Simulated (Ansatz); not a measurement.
What tensor shear ε_xy = +2.00 % does to PbSe

Consider PbSe in the rock salt structure (space group Fm-3m, No. 225; a = 6.0408 Å). Axes: x, y, z lie along the cube axes.

Now apply this change: tensor shear ε_xy = +2.00 % (engineering shear γ = 0.0400), atoms relaxed at fixed cell.

Method: LDA/PAW in Ansatz (an electronic-structure program), scalar-relativistic without spin-orbit coupling. Γ-centred 10×10×10 mesh, Fermi–Dirac width 0.05 eV.

Volume per atom: 27.54 Å³ (base 27.55 Å³)
Space group: Immm (No. 71) (base Fm-3m (No. 225))
Shortest interatomic distance: 3.020 Å (base 3.020 Å)
Energy relative to the base (free energy F): +2.4 meV/atom
Band gap: zero (base zero)
Stress (xx, yy, zz, yz, xz, xy; compression positive): (0.0, 0.0, 0.0, 0.0, 0.0, -0.7) GPa (rough)

Final structure:

```xyz
2
Lattice="0.0604 3.0204 3.0204 3.0204 0.0604 3.0204 3.0808 3.0808 0.0000" Properties=species:S:1:pos:R:3 pbc="T T T"
Pb     0.0000     0.0000     0.0000
Se     3.0808     3.0808     3.0204
```

A case with no gap was solved on a k-mesh chosen for an insulator, which is coarse for it. Without a gap, meshes like the base's 10×10×10 leave anisotropic stresses uncertain by several tenths of a GPa, and small strain energies with them. With Pb present, leaving out spin-orbit coupling can change the band edges. The cells carry an imposed strain or load. Whether these cells are dynamically stable was not tested. The final runs are not spin-polarised. Gaps under 0.05 eV, about the width of the smearing, are given as zero. The zero or small gap of PbSe can change with the level of theory.
